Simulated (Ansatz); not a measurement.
# Quick settings and what they miss: ScGa₅Co (P4/mmm, 7 atoms in the cell)

Self-consistent single point.

```xyz
7
Lattice="4.0982 0.0000 0.0000 0.0000 4.0982 0.0000 0.0000 0.0000 6.5580" Properties=species:S:1:pos:R:3 pbc="T T T"
Sc     0.0000     0.0000     0.0000
Ga     0.0000     2.0491     1.9915
Ga     0.0000     2.0491     4.5666
Ga     2.0491     0.0000     1.9915
Ga     2.0491     0.0000     4.5666
Ga     2.0491     2.0491     0.0000
Co     0.0000     0.0000     3.2790
```

Level of theory: PBEsol, harder PAW files (source: ansatz) made with PBE (plane waves; Ansatz, a first-principles code).

Base settings: basis.ecutwfc = 1020 eV; kpoints.mp_grid.grid = 7 7 4; kpoints.mp_grid.shift = 0.5 0.5 0.5; hamiltonian.xc = pbesol; hamiltonian.pseudopotentials = {kind: paw, source: ansatz}; scf.occupations.method = cold; scf.occupations.width = 0.1 eV.

Tight run (finer mesh or higher cutoff; not a proven limit): basis.ecutwfc: 1020 eV → 1430 eV; kpoints.mp_grid.grid: 7 7 4 → 10 10 6; scf.convergence.dr2_threshold: default (1e-07 eV) → 1e-09 eV. It gave Fermi level (on the code's own zero) 14.08 eV; pressure -1.18 GPa; largest force (vector length) 0.025 eV/Å.

Quick runs, as changes from the base:
- A: the base itself
- B: basis.ecutwfc: 1020 eV → 510 eV; kpoints.mp_grid.grid: 7 7 4 → 8 8 8; hamiltonian.xc: pbesol → lda; scf.occupations.method: cold → methfessel_paxton; scf.occupations.width: 0.1 eV → 0.136 eV; scf.convergence.dr2_threshold: default (1e-07 eV) → 0.001 eV [LDA (PW92)]
- C: basis.ecutwfc: 1020 eV → 510 eV; kpoints.mp_grid.grid: 7 7 4 → 2 2 2
- D: basis.ecutwfc: 1020 eV → 510 eV; kpoints.mp_grid.grid: 7 7 4 → 4 4 4; width narrowed by the program to 0.0795 eV
- E: kpoints.mp_grid.grid: 7 7 4 → 4 4 4; scf.occupations.method: cold → fermi_dirac; scf.occupations.width: 0.1 eV → 0.136 eV
- F: basis.ecutwfc: 1020 eV → 815 eV; kpoints.mp_grid.grid: 7 7 4 → 2 2 2; hamiltonian.xc: pbesol → lda [LDA (PW92)]

Energies are extrapolated to zero smearing width, which holds to low order in the width alone.

Dashes: energy of B, F, another energy zero.

† marks runs with another functional, U, potentials or spin treatment: their distance from the tight run is not a convergence error alone.

The count of work is k-points × plane waves × bands × iterations; it is no time. 

Pressures in the table are Ansatz's without its Pulay estimate, at a fixed set of plane waves; the tight run's value above holds the estimate.

The starting cell comes from a database of computed structures (which also holds hypothetical and non-ambient phases and stackings), without a prior relaxation at this level. Its lattice was rescaled by a random factor within 2.5 % of one. Spin polarisation is off.

| run | energy less tight (meV/atom) | pressure less tight (GPa) | largest miss in a force vector (eV/Å) | count of work / tight |
|---|---|---|---|---|
| A | -1.0 | 0.06 | 0.016 | 0.23 |
| B† | – | -786.17 | 0.200 | 0.095 |
| C | 11832.7 | -760.32 | 0.194 | 0.0037 |
| D | 12066.3 | -774.18 | 0.284 | 0.025 |
| E | -22.1 | 0.04 | 0.012 | 0.064 |
| F† | – | -6.78 | 0.184 | 0.0082 |

Among the runs at the tight run's level, the energy misses run from 1.0 to 12066.3 meV/atom.

Keys are those of Ansatz 0.2.
